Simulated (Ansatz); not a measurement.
## By hand: formation energy of 4 Cu_Al in Al (fcc, Fm-3m)

We look at the formation energy of 4 Cu_Al in Al (fcc, Fm-3m). Reaction: 12 Al (fcc) + 4 Al2Cu (I4/mcm) → cell A.

A: a supercell of 24 sites of Al (fcc, Fm-3m) with four times Cu on an Al site (8 Al at 2.66 Å and 4 Cu at 2.86 Å); the closest two of these centres are 2.9 Å apart, the farthest 8.3 Å; spin state with PBE: run without spin.

Setting: static, neutral cells in Ansatz (PAW) whose structures rest at the PBE level. Ansatz (a program for electronic structure) runs with its default PAW set. Other levels take these structures. The lattices are those relaxed with PBE, so at other levels the solids can be strained, which adds to the spread. Larger cells are relaxed from a start prepared with the learned potential CHGNet till forces fall under 0.03 eV/Å, which some starts already meet. A dispersion term (D3(BJ), or D4 for r2SCAN) was computed beside these levels and is taken off wherever the name lacks it. The cell is small for its defects, so this is an ordered compound on the host's lattice rather than an isolated defect. Cell A has symmetry P4/mmm within 0.02 Å and got no random move, so less symmetric positions, which may lie lower, weren't tried.

Total energies of the cells in eV, at zero smearing width. They compare only within one column; the weights balance every element.

| cell | atoms | weight | PBE | RPBE |
|---|---|---|---|---|
| A: Al:4 Cu_Al | 24 | +1 | -37251.74964 | -37331.46048 |
| Al (fcc) | 24 | −1/2 | -12900.01439 | -12970.54463 |
| Al2Cu (I4/mcm) | 6 | −2 | -15401.32943 | -15423.39839 |

PBE: (-37251.74964) − 1/2 × (-12900.01439) − 2 × (-15401.32943) = 0.916 eV.

RPBE: (-37331.46048) − 1/2 × (-12970.54463) − 2 × (-15423.39839) = 0.609 eV.
